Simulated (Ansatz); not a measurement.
Rock-salt ZrN: PBE at its full settings (plane-wave cutoff 520 eV, 20×20×20 k mesh, Fermi–Dirac smearing 0.05 eV, scalar-relativistic PAW data made under PBE) and at cheaper ones, in a cell of 2 atoms with Γ-centred meshes.

| level and setting | equilibrium lattice constant a (Å) | bulk modulus (GPa) |
|---|---|---|
| PBE (Ansatz) | 4.595 | 249 |
| PBE (300 eV cutoff) (Ansatz) | 4.605 | 250 |
| PBE (2×2×2 k mesh) (Ansatz) | 4.593 | 259 |
| PBE (4×4×4 k mesh) (Ansatz) | 4.596 | 249 |
| PBE (6×6×6 k mesh) (Ansatz) | 4.594 | 250 |
| PBE (Fermi-Dirac smearing of 0.3 eV) (Ansatz) | 4.599 | 245 |

Largest shifts from the full settings: lattice constant a +0.22 % (PBE (300 eV cutoff)), against a difference of +0.44 % of the full result from the reference 4.575 Å (measured, temperature not stated, not corrected to a static lattice, relaxed epitaxial film; as tabulated in Mei et al., J. Vac. Sci. Technol. A 31, 061516 (2013)); bulk modulus +4.0 % (PBE (2×2×2 k mesh)), against a difference of +0.4 % of the full result from the reference 248 GPa (measured, room temperature, not corrected to a static lattice, our sources range from 215 to 248; as tabulated in Synthesis of Binary Transition Metal Nitrides, Carbides and Borides from the …).

The full settings aren't shown to be converged themselves.

Ansatz's density-functional and Hartree–Fock values are scalar-relativistic unless marked +SOC, with PAW data made under PBE.

Run with cheap settings on purpose, which may leave them unconverged: PBE (2×2×2 k mesh), PBE (300 eV cutoff), PBE (4×4×4 k mesh), PBE (6×6×6 k mesh), PBE (Fermi-Dirac smearing of 0.3 eV).

Ansatz is a program for electronic structure.
